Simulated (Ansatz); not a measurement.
Subject: the formation energy of H_i in Al (fcc, Fm-3m). Reaction: 108 Al (fcc) + 1/2 H2 (gas) → cell A.

Cell A: a supercell of 108 sites of Al (fcc, Fm-3m) with H off the lattice sites (4 Al at 1.88 Å); spin state with PBE: run without spin, k-point mesh 3×3×3.
```xyz
109
Lattice="12.1233 0.0000 0.0000 0.0000 12.1233 0.0000 0.0000 0.0000 12.1233" Properties=species:S:1:pos:R:3 pbc="T T T"
Al    -0.0027    -0.0027    -0.0027
Al    -0.0072     2.0144     2.0144
Al     2.0144    -0.0072     2.0144
Al     2.0144     2.0144    -0.0072
Al    -0.0053    -0.0053     4.0414
Al    -0.0009     2.0192     6.0625
Al     2.0192    -0.0009     6.0625
Al     1.9933     1.9933     4.0308
Al     0.0023     0.0023     8.0817
Al     0.0023     2.0211    10.1005
Al     2.0211     0.0023    10.1005
Al     2.0251     2.0251     8.0776
Al    -0.0053     4.0414    -0.0053
Al    -0.0009     6.0625     2.0192
Al     1.9933     4.0308     1.9933
Al     2.0192     6.0625    -0.0009
Al    -0.0028     4.0391     4.0391
Al    -0.0028     6.0636     6.0636
Al     2.0287     4.0464     6.0564
Al     2.0287     6.0564     4.0464
Al    -0.0009     4.0403     8.0836
Al    -0.0053     6.0614    10.1081
Al     2.0192     4.0403    10.1037
Al     1.9933     6.0720     8.1095
Al     0.0023     8.0817     0.0023
Al     0.0023    10.1005     2.0211
Al     2.0251     8.0776     2.0251
Al     2.0211    10.1005     0.0023
Al    -0.0009     8.0836     4.0403
Al    -0.0053    10.1081     6.0614
Al     1.9933     8.1095     6.0720
Al     2.0192    10.1037     4.0403
Al    -0.0072     8.0884     8.0884
Al    -0.0027    10.1055    10.1055
Al     2.0144     8.0884    10.1100
Al     2.0144    10.1100     8.0884
Al     4.0414    -0.0053    -0.0053
Al     4.0308     1.9933     1.9933
Al     6.0625    -0.0009     2.0192
Al     6.0625     2.0192    -0.0009
Al     4.0391    -0.0028     4.0391
Al     4.0464     2.0287     6.0564
Al     6.0636    -0.0028     6.0636
Al     6.0564     2.0287     4.0464
Al     4.0403    -0.0009     8.0836
Al     4.0403     2.0192    10.1037
Al     6.0614    -0.0053    10.1081
Al     6.0720     1.9933     8.1095
Al     4.0391     4.0391    -0.0028
Al     4.0464     6.0564     2.0287
Al     6.0564     4.0464     2.0287
Al     6.0636     6.0636    -0.0028
Al     3.9648     3.9648     3.9648
Al     3.9648     6.1380     6.1380
Al     6.1380     3.9648     6.1380
Al     6.1380     6.1380     3.9648
Al     4.0464     4.0464     8.0741
Al     4.0391     6.0636    10.1055
Al     6.0636     4.0391    10.1055
Al     6.0564     6.0564     8.0741
Al     4.0403     8.0836    -0.0009
Al     4.0403    10.1037     2.0192
Al     6.0720     8.1095     1.9933
Al     6.0614    10.1081    -0.0053
Al     4.0464     8.0741     4.0464
Al     4.0391    10.1055     6.0636
Al     6.0564     8.0741     6.0564
Al     6.0636    10.1055     4.0391
Al     4.0308     8.1095     8.1095
Al     4.0414    10.1081    10.1081
Al     6.0625     8.0836    10.1037
Al     6.0625    10.1037     8.0836
Al     8.0817     0.0023     0.0023
Al     8.0776     2.0251     2.0251
Al    10.1005     0.0023     2.0211
Al    10.1005     2.0211     0.0023
Al     8.0836    -0.0009     4.0403
Al     8.1095     1.9933     6.0720
Al    10.1081    -0.0053     6.0614
Al    10.1037     2.0192     4.0403
Al     8.0884    -0.0072     8.0884
Al     8.0884     2.0144    10.1100
Al    10.1055    -0.0027    10.1055
Al    10.1100     2.0144     8.0884
Al     8.0836     4.0403    -0.0009
Al     8.1095     6.0720     1.9933
Al    10.1037     4.0403     2.0192
Al    10.1081     6.0614    -0.0053
Al     8.0741     4.0464     4.0464
Al     8.0741     6.0564     6.0564
Al    10.1055     4.0391     6.0636
Al    10.1055     6.0636     4.0391
Al     8.1095     4.0308     8.1095
Al     8.0836     6.0625    10.1037
Al    10.1081     4.0414    10.1081
Al    10.1037     6.0625     8.0836
Al     8.0884     8.0884    -0.0072
Al     8.0884    10.1100     2.0144
Al    10.1100     8.0884     2.0144
Al    10.1055    10.1055    -0.0027
Al     8.1095     8.1095     4.0308
Al     8.0836    10.1037     6.0625
Al    10.1037     8.0836     6.0625
Al    10.1081    10.1081     4.0414
Al     8.0776     8.0776     8.0776
Al     8.0817    10.1005    10.1005
Al    10.1005     8.0817    10.1005
Al    10.1005    10.1005     8.0817
H      5.0514     5.0514     5.0514
```

Reference: Al (fcc, Fm-3m), 108 atoms in the cell, a perfect crystal on lattice vectors that match the other cells', k-point mesh 3×3×3 on the run's own vectors.

Reference: an isolated H2 molecule (singlet) in a box of 11 × 11 × 13 Å.

All numbers come from Ansatz (a quantum-chemistry and plane-wave program), plane waves with PAW, its default PAW set, cutoff 420 eV. The structures are at rest with PBE, within the held lattices. Neutral cells; Fermi-Dirac smearing of at most 0.10 eV in the solids, energies taken to zero width. Larger cells are relaxed from a start prepared with the learned potential CHGNet, on a coarser mesh till forces fall under 0.03 eV/Å, which some starts already meet. A dispersion term (D3(BJ), or D4 for r2SCAN) was computed beside these levels and is taken off wherever the name lacks it. Nuclei at rest; no vibrational terms. Cells are local rest points, mostly with their start's symmetry. No correction for cell size. Mesh and cell size may move defect energies by 0.1 eV or more. Cell A has symmetry P-43m and got no random move, so less symmetric positions, which may lie lower, weren't tried.

Task: Predict the value from PBE.

Result: 0.68 eV, for 108 Al (fcc) + 1/2 H2 (gas) → cell A.
